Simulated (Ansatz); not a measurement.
Consider a 16-atom supercell of AlNi3 in the Cu3Au type structure (space group Pm-3m, No. 221; a = 3.519 Å; weakly magnetic (sensitive to the mesh)) at its relaxed geometry.

Level of theory: Ansatz (a program for electronic structure), PBEsol, PAW, cutoff 420 eV, without spin-orbit coupling.

Base values:

- Pressure: 0.0 GPa
- Mean distance from the defect site to its nearest host atoms: 4.70 bohr

One thing is altered: one Ni atom is removed, atoms relaxed at fixed cell, starting from a slightly rattled geometry.

Question: How does this affect the pressure, largest displacement of a host atom from its site in the perfect cell and mean distance from the defect site to its nearest host atoms?

Answer: The pressure goes from zero to -3.3 GPa; the largest displacement of a host atom from its site in the perfect cell is 0.09 Å; the mean distance from the defect site to its nearest host atoms drops by 0.04 bohr (4.70 bohr → 4.66 bohr).

Other magnetic orders, which the real material may have, were not ruled out. The cell is small, so the values are those of an ordered compound at a high defect concentration; dilute-limit values will differ. The defect cell is spin-polarised and ends with 1.6 μB, a fractional moment that hangs on the mesh and smearing.
